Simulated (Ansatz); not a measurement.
Input for (B,Al)N alloy cell Al5B3N8 (wurtzite start):

Ansatz 0.2 input:
```yaml
crystal:
  lattice:
    - [6.164865254, 0.112689994, -0.105069136]
    - [-2.982998886, 5.089030966, 0.066611021]
    - [-0.180903008, 0.025918164, 9.305270139]
  atoms:
    - { symbol: Al, position: [0.131812801, 0.320571946, -0.022742061] }
    - { symbol: Al, position: [0.185113296, 0.332927506, 0.515855371] }
    - { symbol: B, position: [0.256560898, 0.879918488, 0.016813346] }
    - { symbol: Al, position: [0.180723911, 0.840739053, 0.505977246] }
    - { symbol: B, position: [0.586412713, 0.366994046, 0.006487411] }
    - { symbol: B, position: [0.699975193, 0.326824508, 0.511301016] }
    - { symbol: B, position: [0.694067394, 0.845463527, -0.004389241] }
    - { symbol: Al, position: [0.67528768, 0.836623028, 0.494361125] }
    - { symbol: Al, position: [0.346009995, 0.180600502, 0.254429812] }
    - { symbol: B, position: [0.260925721, 0.127068914, 0.775423892] }
    - { symbol: Al, position: [0.3436432, 0.668541057, 0.229382531] }
    - { symbol: Al, position: [0.348493237, 0.685809414, 0.764496083] }
    - { symbol: Al, position: [0.83487819, 0.17800262, 0.235107384] }
    - { symbol: B, position: [0.756269118, 0.113821859, 0.757811989] }
    - { symbol: Al, position: [0.844029516, 0.672443793, 0.233842525] }
    - { symbol: Al, position: [0.817126373, 0.6437065, 0.754910573] }
    - { symbol: N, position: [0.159481662, 0.325179471, 0.180233513] }
    - { symbol: N, position: [0.232557268, 0.335601581, 0.716765629] }
    - { symbol: N, position: [0.176311157, 0.848302863, 0.169850956] }
    - { symbol: N, position: [0.16727128, 0.86628542, 0.707956047] }
    - { symbol: N, position: [0.650882419, 0.334475669, 0.159120492] }
    - { symbol: N, position: [0.742043617, 0.324935091, 0.67594291] }
    - { symbol: N, position: [0.673818994, 0.842621842, 0.162447153] }
    - { symbol: N, position: [0.670732393, 0.853957333, 0.689742789] }
    - { symbol: N, position: [0.393962191, 0.192941398, 0.452101853] }
    - { symbol: N, position: [0.334047891, 0.145583829, 0.940850781] }
    - { symbol: N, position: [0.341607485, 0.669009093, 0.433591306] }
    - { symbol: N, position: [0.294438539, 0.684524367, 0.956278804] }
    - { symbol: N, position: [0.845047737, 0.187365205, 0.435650241] }
    - { symbol: N, position: [0.804823788, 0.102243302, 0.916767835] }
    - { symbol: N, position: [0.83842683, 0.648060497, 0.439979583] }
    - { symbol: N, position: [0.713217551, 0.618856193, 0.94165132] }
basis:
  ecutwfc: 420
  ecutrho_ratio: 4
  xc_grid: 2
kpoints:
  mp_grid: { grid: [4, 4, 2] }
hamiltonian:
  xc: pbe
  dispersion: none
  pseudopotentials: { kind: paw }
scf:
  n_extra_bands: 13
  occupations: { method: fermi_dirac, width: 0.01 }
output:
  forces: true
  stress: true
  eigenstates:
    kpoints:
      - [0.0, 0.0, 0.0]
      - [-0.333333, -0.333333, 0.0]
    e_range: [-4.0, 6.0]
    localisation: true
relax:
  f_tol: 0.03
  max_steps: 90
  cell: { stress_tol: 0.15 }
```

Calculation: PBE (plane waves to 420 eV, PAW; Ansatz, a quantum-chemistry and plane-wave program). Scalar-relativistic, without spin–orbit coupling. Its k-point mesh 4×4×2, Fermi–Dirac width 0.01 eV.

Task: Write the closing report of this run, without the band table and long remarks, to eight decimals at most.

Result: 
```
SCF converged after 5 iterations
Free energy (F): -12488.101710 eV
Harris-Foulkes:  -12488.101710 eV  (|F-HF|=1.47e-10)
Internal energy: -12488.101710 eV  (E = F + TS)
E sigma→0 (E₀):  -12488.101710 eV
Fermi energy:    9.574282 eV
--- Per-component energies (eV) ---
  E_band       = 177.511483
  E_kinetic    = 2675.591648
  E_local      = -3896.950216  (includes V_loc(G=0)·N_el)
  E_nonlocal   = 896.969317
  E_hartree    = 1315.211582
  E_xc         = -1568.306910
  E_vxc        = -1762.344599  (∫ρ·V_xc dr)
  E_paw        = -7189.261175  (= ΣΔE_a)
  E_vpaw       = -366.179531  (= ΣTr[D̂ρ^β])
  E_aug_tail   = 0.001584  (compensation charges beyond the density's cutoff)
  E_ewald      = -4721.357540
  E_smearing   = 0.000000  (= −TS)
  E_closure    = 0.000000  (closes the sum)
  Σ components = -12488.101710   (vs F -12488.101710, Δ=0.00e0)
--- Forces (eV/Å), atoms counted from 1 ---
  atom   1  Al     0.00160416    -0.00274636    -0.00027922
  atom   2  Al     0.00137402    -0.00375289    -0.00337386
  atom   3  B      0.00270844    -0.00141273     0.00700347
  atom   4  Al    -0.00288944     0.00894209    -0.00727265
  atom   5  B     -0.00756636    -0.00798485     0.00128289
  atom   6  B     -0.00497531    -0.00211567    -0.00308207
  atom   7  B      0.00159640     0.00268096     0.00299402
  atom   8  Al    -0.00067056     0.00388666    -0.00248435
  atom   9  Al    -0.00371005    -0.00223678     0.00673311
  atom  10  B      0.00327779     0.00778115     0.00338459
  atom  11  Al    -0.00163456    -0.00291406    -0.00086649
  atom  12  Al     0.00019539     0.00350389    -0.00117725
  atom  13  Al     0.00303449     0.00316653     0.00599616
  atom  14  B     -0.00112101     0.00882711    -0.00368382
  atom  15  Al     0.00242558    -0.00179741     0.00289991
  atom  16  Al     0.00453823    -0.00169916    -0.00684249
  atom  17  N      0.00045987    -0.00046874    -0.00204097
  atom  18  N      0.00068919    -0.00032818     0.00045321
  atom  19  N      0.00095973     0.00131802    -0.00401962
  atom  20  N     -0.00098312    -0.00560900    -0.00145499
  atom  21  N      0.00007875     0.00264988    -0.00599728
  atom  22  N      0.00156468    -0.00320732     0.01018909
  atom  23  N     -0.00019948     0.00132845    -0.00804530
  atom  24  N     -0.00332420    -0.00398586     0.00448431
  atom  25  N      0.00096015    -0.00049762     0.00159915
  atom  26  N      0.00340068     0.00970816    -0.00362252
  atom  27  N      0.00029078     0.00168083     0.00082694
  atom  28  N      0.00099965    -0.00087680    -0.00203766
  atom  29  N      0.00293479    -0.00214487     0.00153688
  atom  30  N     -0.00429065    -0.01013650     0.00019780
  atom  31  N     -0.00015862    -0.00115486     0.00284597
  atom  32  N     -0.00156220    -0.00040396     0.00384969
  max |Σ_I F_I| component: 7.20e-6 eV/Å
--- Stress (GPa, compression-positive) ---
        0.022502       0.036460      -0.017570
        0.036476       0.089468       0.016734
       -0.017592       0.016792       0.084734
  P = ⅓ Tr σ = 0.0656 GPa (0.656 kbar)
--- Relaxed structure (7 steps of the walk, 6 accepted, 1 SCFs on fresh bases) ---
  F+E_penalty+E_count = -12488.10171002 eV   max|allowed force component| = 1.019e-2 eV/Å   (the final SCF, on the basis selected at the relaxed cell)
  cell:  # Å, volume = 298.2946 Å³
    - [6.16241626, 0.13322166, -0.11989237]
    - [-2.96525992, 5.11772002, 0.08361915]
    - [-0.20274804, 0.04320067, 9.34557617]
  atoms:
    - { symbol: Al, position: [0.12806912, 0.32126274, -0.01953366] }
    - { symbol: Al, position: [0.19186145, 0.33501137, 0.51203387] }
    - { symbol: B, position: [0.24352468, 0.87520027, 0.01507557] }
    - { symbol: Al, position: [0.18536502, 0.84583511, 0.50509110] }
    - { symbol: B, position: [0.58506027, 0.35924074, 0.00739296] }
    - { symbol: B, position: [0.71199905, 0.33235850, 0.51039437] }
    - { symbol: B, position: [0.71114662, 0.84560225, 0.00017715] }
    - { symbol: Al, position: [0.67522494, 0.83838243, 0.49493444] }
    - { symbol: Al, position: [0.34249719, 0.17736595, 0.25099859] }
    - { symbol: B, position: [0.27014022, 0.13080910, 0.77470062] }
    - { symbol: Al, position: [0.34019619, 0.66716896, 0.23111738] }
    - { symbol: Al, position: [0.34878560, 0.68416463, 0.76433165] }
    - { symbol: Al, position: [0.83069089, 0.17671764, 0.23523505] }
    - { symbol: B, position: [0.75915038, 0.11482267, 0.75821219] }
    - { symbol: Al, position: [0.84357773, 0.66945807, 0.23576902] }
    - { symbol: Al, position: [0.82361542, 0.65054643, 0.75524417] }
    - { symbol: N, position: [0.15542967, 0.32527455, 0.18188988] }
    - { symbol: N, position: [0.24054517, 0.33931162, 0.71409807] }
    - { symbol: N, position: [0.17332540, 0.84798686, 0.16967026] }
    - { symbol: N, position: [0.17183787, 0.87155532, 0.70524418] }
    - { symbol: N, position: [0.64887756, 0.33574926, 0.16051663] }
    - { symbol: N, position: [0.74564387, 0.32759324, 0.67735589] }
    - { symbol: N, position: [0.67295652, 0.84108159, 0.16321345] }
    - { symbol: N, position: [0.67287524, 0.85847343, 0.69045274] }
    - { symbol: N, position: [0.39196665, 0.19147559, 0.44799031] }
    - { symbol: N, position: [0.33790350, 0.14435956, 0.94092112] }
    - { symbol: N, position: [0.34367567, 0.67105037, 0.43498418] }
    - { symbol: N, position: [0.26226937, 0.67367635, 0.95069836] }
    - { symbol: N, position: [0.84242544, 0.18958093, 0.43714814] }
    - { symbol: N, position: [0.80454656, 0.09866249, 0.91926804] }
    - { symbol: N, position: [0.83913472, 0.64515982, 0.44247095] }
    - { symbol: N, position: [0.70568203, 0.61506207, 0.94090352] }
```

Cost: about 4 core-minutes (a rough figure).
